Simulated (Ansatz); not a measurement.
Take Ti in the hcp (Mg type) structure (space group P6_3/mmc, No. 194) as the base.

```
Ti
1.0
    2.93591     0.00000     0.00000
   -1.46796     2.54258     0.00000
    0.00000     0.00000     4.63642
Ti
2
Direct
  0.33333   0.66667   0.75000
  0.66667   0.33333   0.25000
```

Computed with r2SCAN (Ansatz, a first-principles code, PAW, no spin-orbit coupling).

Base values:

The lattice parameter a comes out as 2.936 Å.

Perturbation: full substitution Ti → Cr, then cell and atoms are relaxed.

Task: Predict the new lattice parameter a.

Result: The lattice parameter a drops by 0.479 Å (2.936 Å → 2.457 Å).

Whether these cells are dynamically stable was not tested. Seeded moments were not kept for Ti → Cr. All final runs are without spin polarisation. Real Cr is antiferromagnetic at low temperature and ambient pressure, an order that this cell doesn't hold. This is not the structure that Cr has at room temperature and ambient pressure.
